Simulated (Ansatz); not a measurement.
Input:

```
ZnS
1.0
    3.84514     0.00000     0.00000
   -1.92257     3.32999     0.00000
    0.00000     0.00000     6.23763
Zn S
2 2
Direct
  0.66667   0.33333   0.00078
  0.33333   0.66667   0.50078
  0.66667   0.33333   0.62442
  0.33333   0.66667   0.12442
```

No spin polarisation.

Computed with Kohn–Sham DFT with the PBE functional, run in Ansatz (a program for electronic structure) with PAW and 420 eV plane waves, spin-orbit coupling left out, earlier PAW set. Γ-centred 10×10×5 mesh, Fermi–Dirac width 0.05 eV.

Predict the band gap and stress.


- Band gap: 2.15 eV
- Stress (xx, yy, zz, yz, xz, xy; compression positive): (0.43, 0.43, 1.50, 0.00, 0.00, 0.00) GPa

The cells carry an imposed strain or load. Stability against distortions was not tested. The cell was made from ZnS in the wurtzite structure (space group P6_3mc, No. 186) by this change: uniaxial strain ε_zz = −1.08 %.
